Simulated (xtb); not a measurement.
xtb 6.7.1, GFN2-xTB: Ta(NMe2)(OSiH3)4 (C[N](C)[Ta]([O][SiH3])([O][SiH3])([O][SiH3])[O][SiH3]), 30 atoms. The geometry is a generated start, not checked to be a minimum at this level.

```json
{
 "run_flags": "--grad",
 "method": "GFN2-xTB",
 "--acc": "1 (default)",
 "--etemp (K)": "300 (default)",
 "basis_functions": "96",
 "valence_electrons": "76"
}
```

```xyz
30

Ta     0.1316     0.1189     0.0810
N     -0.7264     1.8887     0.2920
C     -0.1321     2.9850     1.0374
C     -2.0593     2.2765    -0.1335
H     -0.1377     3.9114     0.4475
H     -0.6911     3.1708     1.9646
H      0.8977     2.7341     1.2910
H     -2.7150     2.4337     0.7355
H     -2.0324     3.2121    -0.7108
H     -2.4821     1.4868    -0.7571
O      1.0104    -1.5304    -0.3242
Si     1.7049    -2.9621    -0.4576
H      2.7009    -3.1061     0.6181
H      2.3539    -3.0232    -1.7784
H      0.6678    -4.0015    -0.3396
O     -1.1030    -0.3250    -1.2743
Si    -1.9205    -1.3331    -2.2298
H     -1.1998    -2.6078    -2.3400
H     -2.0240    -0.6592    -3.5345
H     -3.2469    -1.5150    -1.6149
O     -0.4040    -0.5154     1.7989
Si    -0.9998    -1.8491     2.4805
H     -1.7822    -2.6020     1.4834
H     -1.8639    -1.3450     3.5599
H      0.1134    -2.6452     3.0195
O      1.8397     0.9426     0.0751
Si     3.2354     1.1564    -0.6930
H      3.9087    -0.1367    -0.8794
H      4.0211     2.0467     0.1730
H      2.9346     1.7931    -1.9903
```

Charge 0 and multiplicity 1 are set for this test and not shown to be the ground state.

One run each on 1 thread. Values of broydamp tried: 0.02, 0.05, 0.1, 0.2, 0.4 (default), 0.6, 0.8, 1.

### Question
How does the count of SCC iterations change with broydamp, and where is it least?

### Answer
Fewest SCC iterations, within one of each other: 0.4 (default) with 15, 0.6 with 16, 0.8 with 16. The count rises to 25 at 0.02. All converge to one solution.

```json
[
 {"broydamp": "0.02", "SCC iterations": "25", "end": "same solution"},
 {"broydamp": "0.05", "SCC iterations": "23", "end": "same solution"},
 {"broydamp": "0.1", "SCC iterations": "19", "end": "same solution"},
 {"broydamp": "0.2", "SCC iterations": "17", "end": "same solution"},
 {"broydamp": "0.4 (default)", "SCC iterations": "15", "end": "same solution"},
 {"broydamp": "0.6", "SCC iterations": "16", "end": "same solution"},
 {"broydamp": "0.8", "SCC iterations": "16", "end": "same solution"},
 {"broydamp": "1", "SCC iterations": "21", "end": "same solution"}
]
```
